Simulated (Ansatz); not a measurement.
Take TiAl (space group P4/mmm, No. 123; a = 2.813 Å, c = 4.062 Å; relaxed with 0.1 eV smearing) as the base. Axes: x, y, z lie along a, b, c of the conventional cell.

Method: r2SCAN/PAW in Ansatz (an electronic-structure program), scalar-relativistic without spin-orbit coupling.

The change: tensor shear ε_xz = +1.14 % (engineering shear γ = 0.0228), atoms relaxed at fixed cell.

Question: Predict the stress tensor and what it implies for the stiffness.

Answer: Stress of the strained cell less that of the base (GPa, compression positive):
```
    0.1     0.0    -2.8
    0.0     0.1     0.0
   -2.8     0.0     0.1
```

Then −Δσ/γ with γ = 2ε = 0.0228 gives relaxed-ion elastic constants: C55 ≈ 124 GPa.

Whether these cells are dynamically stable was not tested. The final runs are not spin-polarised.
